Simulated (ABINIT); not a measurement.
Input and output of a self-consistent single point for TiSi2 (Fddd, 6 atoms in the cell) (ABINIT).

Level of theory: PBE, norm-conserving pseudopotentials (PseudoDojo nc-sr-05 PBE standard) (plane waves; ABINIT).

```yaml
crystal:
  lattice:
    - [0.00000, 4.14593, 4.29231]
    - [2.40600, 0.00000, 4.29231]
    - [2.40600, 4.14593, 0.00000]
  atoms:
    - { symbol: Ti, position: [0.50000, 0.50000, 0.50000] }
    - { symbol: Ti, position: [0.75000, 0.75000, 0.75000] }
    - { symbol: Si, position: [0.83743, 0.16257, 0.83743] }
    - { symbol: Si, position: [0.16257, 0.83743, 0.16257] }
    - { symbol: Si, position: [0.41257, 0.08743, 0.41257] }
    - { symbol: Si, position: [0.08743, 0.41257, 0.08743] }
```

Reference input (self-consistent single point, DFT, PBE, plane waves, norm-conserving pseudopotentials (PseudoDojo nc-sr-05 PBE standard)): pseudos = [Ti.upf, Si.upf]; ecut = 42 Ha; ixc = 11; occopt = 7; tsmear = 0.00999582 Ha; ngkpt = 7 7 7; nshiftk = 1; shiftk = 0 0 0; potentials = PseudoDojo nc-sr-05 PBE standard; nband = 27; kptopt = 1; nstep = 80. This run's input differs from it in these lines:

```diff
@@ -25,3 +25,3 @@
 kptopt 1
-ngkpt 7 7 7
+ngkpt 4 4 4
 nshiftk 1
```

Output (repeated stretches shortened):

```
--- !BeginCycle
solver: {iscf: 7, nstep: 80, nline: 4, wfoptalg: 0, }
tolerances: {tolvrs: 1.00E-10, }
...

     iter   Etot(hartree)      deltaE(h)  residm     vres2
 ETOT  1  -135.43647500960    -1.354E+02 9.829E-02 1.332E+03
 ETOT  2  -134.55037214129     8.861E-01 9.761E-02 1.917E+04
 ETOT  3  -135.69417555880    -1.144E+00 1.775E-02 1.083E+03
 ETOT  4  -135.76176339749    -6.759E-02 9.212E-03 4.859E+00
 ETOT  5  -135.76252199700    -7.586E-04 3.427E-03 8.810E-02
   [... 7 lines left out ...]
 ETOT 13  -135.76257127382    -1.056E-10 9.964E-04 8.566E-10
 ETOT 14  -135.76257127384    -1.833E-11 3.837E-04 4.223E-09
 ETOT 15  -135.76257127385    -3.070E-12 4.752E-04 9.500E-10
 ETOT 16  -135.76257127385    -4.093E-12 2.536E-04 8.955E-11
 At SCF step   16       vres2   =  8.96E-11 < tolvrs=  1.00E-10 =>converged.

 Cartesian components of stress tensor (hartree/bohr^3)
  sigma(1 1)=  2.11998632E-05  sigma(3 2)=  1.08105620E-13
  sigma(2 2)=  1.62073587E-05  sigma(3 1)= -3.66964325E-13
  sigma(3 3)=  6.30770031E-05  sigma(2 1)=  1.87062171E-13

 ----iterations are completed or convergence reached----

 reduced coordinates (array xred) for    6 atoms
       0.500000000000      0.500000000000      0.500000000000
       0.750000000000      0.750000000000      0.750000000000
       0.837430000000      0.162570000000      0.837430000000
       0.162570000000      0.837430000000      0.162570000000
       0.412570000000      0.087430000000      0.412570000000
       0.087430000000      0.412570000000      0.087430000000
 cartesian forces (eV/Angstrom) at end:
   [... lines left out ...]
 Fermi (or HOMO) energy (hartree) =   0.34207   Average Vxc (hartree)=  -0.42506
   [... lines left out ...]
total_energy        : -1.35762571273850E+02
total_energy_eV     : -3.69428744075334E+03
band_energy         : -1.28850037844376E+01
...

-Cartesian components of stress tensor (GPa)         [Pressure= -9.8545E-01 GPa]
- sigma(1 1)=  6.23721404E-01  sigma(3 2)=  3.18057662E-09
- sigma(2 2)=  4.76836876E-01  sigma(3 1)= -1.07964614E-08
- sigma(3 3)=  1.85578919E+00  sigma(2 1)=  5.50355816E-09

 Calculation completed.
```

The run converged in 16 iterations. Against the reference run the free energy goes down by 9.0 meV/atom, the pressure goes from -0.87 to -0.99 GPa and the largest force goes from 0.001 to 0.075 eV/Å.

The starting cell comes from a database of computed structures (which also holds hypothetical and non-ambient phases and stackings), without a prior relaxation at this level. Its lattice was rescaled by a random factor within 2.5 % of one. Spin polarisation is off.

Cost on one core of a shared machine: roughly 3 min.
